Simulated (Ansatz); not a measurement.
A self-consistent single point of YGe (Cm, 4 atoms in the cell) with Ansatz (a program for electronic structure).

Method: PBEsol, default PAW files made with PBE (plane waves; Ansatz).

The change in words: lattice scaled by 0.98; basis.ecutwfc: 420 eV → 460 eV. Reference geometry:
```
CELL_PARAMETERS angstrom
      2.14770    -5.37829     0.00000
      2.14770     5.37829     0.00000
      0.00000     0.00000     3.96646
ATOMIC_POSITIONS crystal
  Y  0.13861 0.86139 0.26261
  Y  0.86139 0.13861 0.75000
  Ge 0.41562 0.58438 0.25000
  Ge 0.58438 0.41562 0.75000
```

Reference input (self-consistent single point, DFT, PBEsol, plane waves, default PAW files made with PBE): basis.ecutwfc = 420 eV; kpoints.mp_grid.grid = 5 5 5; hamiltonian.xc = pbesol; hamiltonian.pseudopotentials = {kind: paw} (the program's default PAW files); scf.occupations.method = fermi_dirac; scf.occupations.width = 0.1 eV. This run's input differs from it in these lines:

Ansatz 0.2 input:
```diff
@@ -2,5 +2,5 @@
   lattice:
-    - [2.147704, -5.378287, 0.000000]
-    - [2.147704, 5.378287, 0.000000]
-    - [0.000000, 0.000000, 3.966464]
+    - [2.104750, -5.270721, 0.000000]
+    - [2.104750, 5.270721, 0.000000]
+    - [0.000000, 0.000000, 3.887135]
   atoms:
@@ -11,3 +11,3 @@
 basis:
-  ecutwfc: 420.0 eV
+  ecutwfc: 460.0 eV
 kpoints:
```

Log, with long lists cut:

```
SCF iter   1: F=—  HF=-16101.048863 eV  |F-HF|=—  |Δ(HF+E_count)|=         —  Δρ=2.56e-3  dr2=3.86e-3  ethr=1.77e-3  ⟨swp⟩=5.8  Hψ=4536  notcnv=0
all-band conjugate gradients solve this SCF's bands
preconditioner: auto → Kerker (q_TF=auto, 2.491 Å⁻¹)
SCF iter   2: F=—  HF=-16101.046363 eV  |F-HF|=—  |Δ(HF+E_count)|=   2.50e-3  Δρ=1.45e-3  dr2=1.45e-3  ethr=7.71e-6  ⟨swp⟩=2.0  Hψ=2147  notcnv=0
SCF iter   3: F=—  HF=-16101.046300 eV  |F-HF|=—  |Δ(HF+E_count)|=   6.36e-5  Δρ=3.96e-4  dr2=1.46e-4  ethr=2.90e-6  ⟨swp⟩=2.4  Hψ=1534  notcnv=0
SCF iter   4: F=—  HF=-16101.046289 eV  |F-HF|=—  |Δ(HF+E_count)|=   1.09e-5  Δρ=1.01e-4  dr2=1.14e-5  ethr=2.93e-7  ⟨swp⟩=3.0  Hψ=2167  notcnv=0
SCF iter   5: F=—  HF=-16101.046301 eV  |F-HF|=—  |Δ(HF+E_count)|=   1.25e-5  Δρ=2.32e-5  dr2=4.91e-7  ethr=2.27e-8  ⟨swp⟩=3.0  Hψ=2191  notcnv=0
SCF iter   6: F=—  HF=-16101.046301 eV  |F-HF|=—  |Δ(HF+E_count)|=   1.02e-7  Δρ=9.76e-6  dr2=7.24e-8  ethr=2.00e-10  ⟨swp⟩=5.1  Hψ=4778  notcnv=0
SCF iter   7: F=-16101.046301 eV  HF=-16101.046301 eV  |F-HF|=5.13e-9  |Δ(HF+E_count)|=   6.88e-8  Δρ=2.10e-6  dr2=5.19e-9  ethr=1.45e-10  ⟨swp⟩=4.0  Hψ=3528  notcnv=0
SCF 1 converged in 7 iterations: F = -16101.046301 eV  dr2 = 5.19e-9
Free energy (F): -16101.046301 eV
Internal energy: -16100.975159 eV  (E = F + TS)
E sigma→0 (E₀):  -16101.010730 eV
Entropy (-TS):   -0.071142 eV (-17.786 meV/atom)
Fermi energy:    11.955836 eV
--- Forces (eV/Å), atoms counted from 1 ---
  atom   1  Y      0.00000000    -0.00763049    -0.34934029
  atom   2  Y      0.00000000    -0.00042149     0.09408510
  atom   3  Ge     0.00000000    -0.03794411     0.03758073
  atom   4  Ge     0.00000000     0.04598939     0.21767658
--- Stress (GPa, compression-positive) ---
        2.124492       0.000000       0.000000
        0.000000       1.650226       0.368235
        0.000000       0.368235       2.504821
  P = ⅓ Tr σ = 2.0932 GPa (20.932 kbar)
  The stress holds the Pulay correction. Without it, at fixed plane waves, as pw.x and ABINIT print it: P = 2.0758 GPa
```

The run converged in 7 iterations. Against the reference run the free energy drops by 5.2 meV/atom, the pressure goes from -2.97 to 2.09 GPa and the largest force goes from 0.299 to 0.349 eV/Å.

The starting cell comes from a database of computed structures (which also holds hypothetical and non-ambient phases and stackings), without a prior relaxation at this level. Its lattice was rescaled by up to half a per cent. One atom was moved a little off its site on purpose. For this run, on top of that: lattice scaled by 0.98. Ansatz's pressure includes its estimate of the finite-basis (Pulay) stress.
